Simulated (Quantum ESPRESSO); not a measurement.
## Relaxation of cell and atoms of ScAl₃ (Pm-3m, 4 atoms in the cell) at several settings

```xyz
4
Lattice="4.0878 0.0000 0.0000 0.0000 4.0878 0.0000 0.0000 0.0000 4.0878" Properties=species:S:1:pos:R:3 pbc="T T T"
Sc     0.0000     0.0000     0.0000
Al     2.0439     0.0000     2.0439
Al     0.0000     2.0439     2.0439
Al     2.0439     2.0439     0.0000
```

Base: PBE, GBRV 1.5 ultrasoft (PBE) pseudopotentials (Quantum ESPRESSO 7.5). Its settings: ecutwfc = 50 Ry; ecutrho = 400 Ry; occupations = smearing; smearing = methfessel-paxton; degauss = 0.0036749 Ry; potentials = {Sc: sc_pbe_v1.uspp.F.UPF, Al: al_pbe_v1.uspp.F.UPF}; K_POINTS = automatic 7 7 7 0 0 0; conv_thr = 1e-10 Ry. Starting volume 17.08 Å³ per atom.

Each line gives the change from the base single point and the result:

- calculation: scf → vc-relax; tprnfor: true → default; tstress: true → default: pressure 0.04 GPa; final cell a = 4.102 Å, b = 4.102 Å, c = 4.102 Å, α = 90.00°, β = 90.00°, γ = 90.00°; final volume per atom 17.25 Å³; relaxation steps 2; free energy against the base single point -0.6 meV/atom.
- calculation: scf → vc-relax; tprnfor: true → default; tstress: true → default; ecutwfc: 50 Ry → 70 Ry; ecutrho: 400 Ry → 560 Ry: pressure 0.04 GPa; final cell a = 4.102 Å, b = 4.102 Å, c = 4.102 Å, α = 90.00°, β = 90.00°, γ = 90.00°; final volume per atom 17.25 Å³; relaxation steps 2; free energy against the base single point -1.1 meV/atom.
- calculation: scf → vc-relax; tprnfor: true → default; tstress: true → default; vdw_corr: default → grimme-d3; dftd3_version: default → 4; dftd3_threebody: default → false [DFT, PBE-D3(BJ), plane waves, GBRV 1.5 ultrasoft (PBE) pseudopotentials]: pressure 0.00 GPa; final cell a = b = c = 4.0462 Å, α = β = γ = 90.00°; final volume per atom 16.56 Å³; relaxation steps 3.

The starting cell comes from a database of computed structures (which also holds hypothetical and non-ambient phases and stackings), without a prior relaxation at this level.
